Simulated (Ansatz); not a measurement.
We consider antifluorite K₂S, described by LDA in Ansatz (PAW).

Run with plane-wave cutoff 520 eV, 8×8×8 k mesh, perturbation theory, scalar-relativistic PAW data made under PBE.

The cell has the measured lattice: a = b = c = 7.391 Å, α = β = γ = 90.00°.

Problem. Estimate the electronic dielectric constant ε∞ and static dielectric constant that the calculation returns.

Solution. 
- electronic dielectric constant ε∞ = 3.22
- static dielectric constant = 6.62

Note: the cell isn't this level's own, so it is under some stress, which shifts stiffness and frequencies.

Ansatz is a program for electronic structure.
